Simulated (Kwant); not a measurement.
Device: GaN/Al0.2Ga0.8N stack with 1 barrier. One parabolic valley. Leads of mass 0.2 mₑ with the band edge at 0; grid 0.1 nm; bias 0 V, dropping linearly over the stack.

```tsv
layer	thickness (nm)	band offset (eV)	mass (mₑ)
1	2.7	0.35	0.22
```

Constants are typed, rounded textbook-type inputs, not results; the design itself was drawn at random and stands for no fabricated device.

Kwant, one-band effective-mass tight-binding model in one dimension, coherent, no space charge.

```tsv
E (eV)	A	B	C
0.001750	4.2e-5	1.9e-6	1.7e-5
0.02162	0.00060	2.9e-5	0.00024
0.04811	0.0016	9.0e-5	0.00065
0.07461	0.0031	0.00020	0.0012
0.1011	0.0053	0.00038	0.0020
0.1276	0.0084	0.00069	0.0032
0.1541	0.013	0.0012	0.0047
0.1806	0.019	0.0022	0.0069
0.2071	0.028	0.0038	0.010
0.2336	0.040	0.0067	0.014
0.2601	0.058	0.012	0.020
0.2866	0.084	0.022	0.029
0.3130	0.12	0.042	0.041
0.3395	0.17	0.084	0.058
0.3660	0.24	0.17	0.083
0.3925	0.34	0.35	0.12
0.4190	0.46	0.64	0.17
0.4455	0.59	0.92	0.24
```

Q: Column A is the base. The others each differ by one change: height of the first barrier 0.35 → 0.42 eV; thickness of the first barrier 2.7 → 3.8 nm. Which is which?

A: B: thickness of the first barrier 2.7 → 3.8 nm; C: height of the first barrier 0.35 → 0.42 eV.
